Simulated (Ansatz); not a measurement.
```
IrB2
1.0
    3.10013     0.00000     0.00000
   -1.55006     2.68479     0.00000
    0.00000     0.00000     3.17868
Ir B
1 2
Direct
  0.00000   0.00000   0.00000
  0.33333   0.66667   0.50000
  0.66667   0.33333   0.50000
```

The cell was generated from a structure type, relaxed within its symmetry, and need not be the phase found at ambient conditions. Spin-orbit coupling is not included.

Is this relaxed cell dynamically stable according to harmonic phonons (finite displacements on a 6×6×6 mesh, PBEsol in Ansatz, a program for electronic structure, k mesh 12×12×12, methfessel-paxton smearing of 0.15 eV)? If not, where is the strongest instability?

No. The softest mode is 168i cm⁻¹ at q = (0.000, 0.000, 0.000) in fractions of the reciprocal vectors of this cell, and 210 of the 216 wave vectors of the mesh carry a mode beyond 15i cm⁻¹.

The PAW data sets were generated under PBE and serve the other functionals too.
